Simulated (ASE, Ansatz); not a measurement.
A thermal frame of composition Li2ClF, cell Li24Cl12F12, brought to this temperature after a much hotter stage, at a temperature that wasn't checked against the liquidus, so perhaps supercooled [in the CHGNet run: it was liquid; mean temperature 737 K (target 700 K); density 1.47 g/cm³, volume -3 % from the start cell's], from MD with the machine-learned potential CHGNet 0.3.0 in ASE at 700 K. Method: PBE (plane waves, PAW; Ansatz, a program for electronic structure).

* **plane-wave cutoff**: 420 eV
* **k-points**: Γ only
* **Fermi-Dirac width**: 0.060 eV
* **spin**: not polarised; no spin-orbit coupling

A check of the k-sampling: on the last frame of the same run a denser mesh moved the PBE forces by 0.003 eV/Å rms, the static pressure by -0.02 GPa and the free energy by -1 meV/atom. CHGNet's forces on these frames are only 0.81 times the DFT ones, so the atoms are displaced more than DFT's own dynamics would at this temperature.

```
CELL_PARAMETERS angstrom
      9.75632     0.00000     0.00000
      0.00000     9.75632     0.00000
      0.00000     0.00000     9.75632
ATOMIC_POSITIONS crystal
  Li 0.72520 0.97025 0.11773
  Li 0.55058 0.41003 0.39081
  Li 0.61420 0.07583 0.67043
  Li 0.87919 0.47289 0.01132
  Li 0.04988 0.75674 0.15425
  Li 0.01180 0.43244 0.39601
  Li 0.18294 0.25235 0.78398
  Li 0.22474 0.76786 0.49638
  Li 0.86523 0.85830 0.86852
  Li 0.11959 0.13833 0.31943
  Li 0.51396 0.06563 0.40274
  Li 0.90252 0.25960 0.71192
  Li 0.63382 0.48526 0.80088
  Li 0.52053 0.68700 0.30988
  Li 0.52224 0.72771 0.95770
  Li 0.15507 0.95411 0.85229
  Li 0.30819 0.48208 0.50438
  Li 0.80054 0.62364 0.21344
  Li 0.33305 0.11715 0.13827
  Li 0.61503 0.33773 0.10728
  Li 0.17780 0.65342 0.81466
  Li 0.56835 0.81178 0.71792
  Li 0.01937 0.15445 0.03827
  Li 0.73198 0.82756 0.44949
  F  0.04669 0.77598 0.85378
  F  0.70558 0.36749 0.93112
  F  0.32104 0.13432 0.31410
  F  0.65094 0.67896 0.83309
  F  0.21231 0.13326 0.92551
  F  0.77475 0.83103 0.26364
  F  0.89344 0.01675 0.01643
  F  0.15632 0.59136 0.46404
  F  0.66246 0.53147 0.13201
  F  0.44495 0.55559 0.38482
  F  0.55870 0.91915 0.49538
  F  0.95199 0.61688 0.08867
  Cl 0.02574 0.41569 0.86159
  Cl 0.94948 0.26192 0.22719
  Cl 0.61420 0.97952 0.88105
  Cl 0.13741 0.28970 0.56056
  Cl 0.30505 0.85264 0.70259
  Cl 0.54444 0.30202 0.59830
  Cl 0.86747 0.02338 0.66441
  Cl 0.46273 0.90321 0.14462
  Cl 0.76935 0.55857 0.47296
  Cl 0.61781 0.17499 0.23860
  Cl 0.38103 0.55084 0.94540
  Cl 0.14071 0.89256 0.31930
```

Q: Give the forces on atoms 1, 3, 4, 6, 10, 13, 14, 15, 26, 35, 36, 40, 41, 42, 44, 46 (eV/Å), the static pressure (no kinetic part), the Kohn-Sham gap at the supercell's Γ point.

A: 
```csv
atom,Fx Fy Fz
Li1,0.221 0.016 0.276
Li3,0.241 0.193 -0.048
Li4,-1.193 -0.220 0.184
Li6,0.170 0.532 0.396
Li10,0.786 -0.409 0.892
Li13,-0.088 0.001 0.627
Li14,0.308 0.844 -1.028
Li15,0.143 0.154 0.605
F26,0.301 -0.032 -0.332
F35,0.906 -0.463 0.927
F36,-0.187 0.423 0.984
Cl40,-0.132 -0.186 -0.326
Cl41,0.419 -0.327 -0.195
Cl42,-0.142 -0.278 0.279
Cl44,-0.200 -1.134 0.308
Cl46,0.296 0.098 0.481
```
- static pressure (no kinetic part): -1.15 GPa
- Kohn-Sham gap at the supercell's Γ point: 3.76 eV
